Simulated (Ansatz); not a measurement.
## cubic HfO2 (1 1 1) on germanium (1 1 1) (film strained to the substrate, faces as cut)

A periodic stack without vacuum, cubic HfO2 (1 1 1) on germanium (1 1 1) (film strained to the substrate, faces as cut): substrate slab Ge24, film Hf16O32, surface cells [[-1, 2], [-2, 1]] and [[-2, 2], [-2, 0]], film strained by -2.1 and -2.1 %, faces Ge/Ge and O/O as cut (like faces can put a slab off its formula).

The start was prepared with a machine-learned potential, and the result is one local minimum, with the in-plane cell held and forces under 0.04 eV/Å; the film can end far from its bulk form.

Level of theory: PBE (plane waves to 420 eV, PAW; Ansatz, a quantum-chemistry and plane-wave program). Spin–orbit coupling is left out; the runs are not spin-polarised; PBE gaps are too small against experiment. Its k-point mesh 4×4×1, Fermi–Dirac width 0.05 eV.

```
Quantity                                                                                    Value
--------------------------------------------------------------------------------  ---------------
interface area                                                                            43.1 Å²
period                                                                                    28.26 Å
gaps between the outermost planes at the two interfaces                           1.88 and 1.81 Å
Ge–Hf contacts across the interfaces within 1.22 times the sum of covalent radii   8, mean 3.27 Å
Ge–O contacts across the interfaces within 1.22 times the sum of covalent radii    2, mean 1.91 Å
```

```yaml
crystal:
  lattice:
    - [7.05155, 0.00074, 0.23358]
    - [3.52710, 6.10944, 0.05241]
    - [1.49503, -0.64075, 28.32918]
  atoms:
    - { symbol: Ge, position: [0.94940, 0.37611, 0.05503] }
    - { symbol: Ge, position: [0.82271, 0.77788, 0.05350] }
    - { symbol: Ge, position: [0.52965, 0.63639, 0.05522] }
    - { symbol: Ge, position: [0.03001, 0.32589, 0.13926] }
    - { symbol: Ge, position: [0.70035, 0.99423, 0.13399] }
    - { symbol: Ge, position: [0.37134, 0.65269, 0.13747] }
    - { symbol: Ge, position: [0.35633, 0.99211, 0.16683] }
    - { symbol: Ge, position: [0.01744, 0.66668, 0.16624] }
    - { symbol: Ge, position: [0.68874, 0.32872, 0.16904] }
    - { symbol: Ge, position: [0.31239, 0.00333, 0.25721] }
    - { symbol: Ge, position: [0.97845, 0.67933, 0.25455] }
    - { symbol: Ge, position: [0.64733, 0.33645, 0.25667] }
    - { symbol: Ge, position: [0.64011, 0.67373, 0.28659] }
    - { symbol: Ge, position: [0.29813, 0.34781, 0.28281] }
    - { symbol: Ge, position: [0.96119, 0.01236, 0.28845] }
    - { symbol: Ge, position: [0.60932, 0.68432, 0.37603] }
    - { symbol: Ge, position: [0.27080, 0.34314, 0.36977] }
    - { symbol: Ge, position: [0.91845, 0.01916, 0.37802] }
    - { symbol: Ge, position: [0.93993, 0.34118, 0.40754] }
    - { symbol: Ge, position: [0.55439, 0.03153, 0.41312] }
    - { symbol: Ge, position: [0.26269, 0.68137, 0.39950] }
    - { symbol: Ge, position: [0.92904, 0.63984, 0.48734] }
    - { symbol: Ge, position: [0.19928, 0.17013, 0.47712] }
    - { symbol: Ge, position: [0.20755, 0.78785, 0.48389] }
    - { symbol: Hf, position: [0.57507, 0.28272, 0.59988] }
    - { symbol: Hf, position: [0.09546, 0.26518, 0.58240] }
    - { symbol: Hf, position: [0.57635, 0.78203, 0.60302] }
    - { symbol: Hf, position: [0.09493, 0.78400, 0.58403] }
    - { symbol: Hf, position: [0.22873, 0.95316, 0.71840] }
    - { symbol: Hf, position: [0.75948, 0.93307, 0.70221] }
    - { symbol: Hf, position: [0.23669, 0.44501, 0.72064] }
    - { symbol: Hf, position: [0.75623, 0.44069, 0.70123] }
    - { symbol: Hf, position: [0.87919, 0.62866, 0.83697] }
    - { symbol: Hf, position: [0.41543, 0.60379, 0.82137] }
    - { symbol: Hf, position: [0.90513, 0.10273, 0.83602] }
    - { symbol: Hf, position: [0.40557, 0.11202, 0.81898] }
    - { symbol: Hf, position: [0.52792, 0.31528, 0.93208] }
    - { symbol: Hf, position: [0.06411, 0.26212, 0.94145] }
    - { symbol: Hf, position: [0.53836, 0.77448, 0.95835] }
    - { symbol: Hf, position: [0.04965, 0.77832, 0.93561] }
    - { symbol: O, position: [0.86562, 0.63957, 0.55399] }
    - { symbol: O, position: [0.46386, 0.59284, 0.57447] }
    - { symbol: O, position: [0.88360, 0.13186, 0.56290] }
    - { symbol: O, position: [0.46403, 0.08704, 0.57352] }
    - { symbol: O, position: [0.80056, 0.90432, 0.62971] }
    - { symbol: O, position: [0.21214, 0.96526, 0.61432] }
    - { symbol: O, position: [0.80357, 0.43358, 0.62884] }
    - { symbol: O, position: [0.19985, 0.46996, 0.60629] }
    - { symbol: O, position: [0.53103, 0.30453, 0.67293] }
    - { symbol: O, position: [0.12179, 0.25884, 0.69292] }
    - { symbol: O, position: [0.53071, 0.79724, 0.67680] }
    - { symbol: O, position: [0.12384, 0.75167, 0.69411] }
    - { symbol: O, position: [0.45976, 0.57160, 0.74863] }
    - { symbol: O, position: [0.86376, 0.63117, 0.73123] }
    - { symbol: O, position: [0.45749, 0.08994, 0.74567] }
    - { symbol: O, position: [0.86564, 0.13281, 0.72733] }
    - { symbol: O, position: [0.19294, 0.96975, 0.79139] }
    - { symbol: O, position: [0.76812, 0.93904, 0.80889] }
    - { symbol: O, position: [0.18861, 0.45146, 0.79382] }
    - { symbol: O, position: [0.77488, 0.41523, 0.81472] }
    - { symbol: O, position: [0.11556, 0.23415, 0.86802] }
    - { symbol: O, position: [0.50562, 0.30314, 0.85625] }
    - { symbol: O, position: [0.10474, 0.74489, 0.85932] }
    - { symbol: O, position: [0.52478, 0.80260, 0.84128] }
    - { symbol: O, position: [0.82999, 0.65656, 0.90850] }
    - { symbol: O, position: [0.40487, 0.63491, 0.91584] }
    - { symbol: O, position: [0.84983, 0.09262, 0.90745] }
    - { symbol: O, position: [0.43883, 0.07527, 0.93290] }
    - { symbol: O, position: [0.78015, 0.86152, 0.98939] }
    - { symbol: O, position: [0.16458, 0.96135, 0.96882] }
    - { symbol: O, position: [0.72762, 0.41193, 0.96519] }
    - { symbol: O, position: [0.18925, 0.46240, 0.95830] }
```
